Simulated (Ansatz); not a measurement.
## Re: biaxial strain −0.50 %, plane normal [001], relaxed out of plane

Consider Re in the hcp (Mg type) structure (space group P6_3/mmc, No. 194; a = 2.752 Å, c = 4.440 Å; relaxed with 0.1 eV smearing). Axes: x lies along a and z along c of the hexagonal cell.

One thing is altered: biaxial strain −0.50 %, plane normal [001], relaxed out of plane (Cartesian); in-plane vectors clamped, the third vector and the atoms free.

Level of theory: plane-wave PAW DFT at the PBEsol level (Ansatz, an electronic-structure program, 420 eV), scalar-relativistic without spin-orbit coupling. k-mesh 24×24×13 (Γ-centred); smearing 0.1 eV (Fermi–Dirac).

- Volume per atom: 14.46 Å³ (base 14.56 Å³)
- Pressure (mean of the normal stresses, compression positive): 2.7 GPa (base 0.0 GPa)
- Band gap: zero (base zero)
- Out-of-plane strain: +0.33 %

Final structure (turned so that z lies along the plane normal):

```
CELL_PARAMETERS angstrom
      2.73813     0.00000     0.00000
      1.36907     2.37129     0.00000
      0.00000     0.00000     4.45487
ATOMIC_POSITIONS crystal
  Re 0.66667 0.66667 0.75000
  Re 0.33333 0.33333 0.25000
```

Whether these cells are dynamically stable was not tested. The final runs are not spin-polarised.
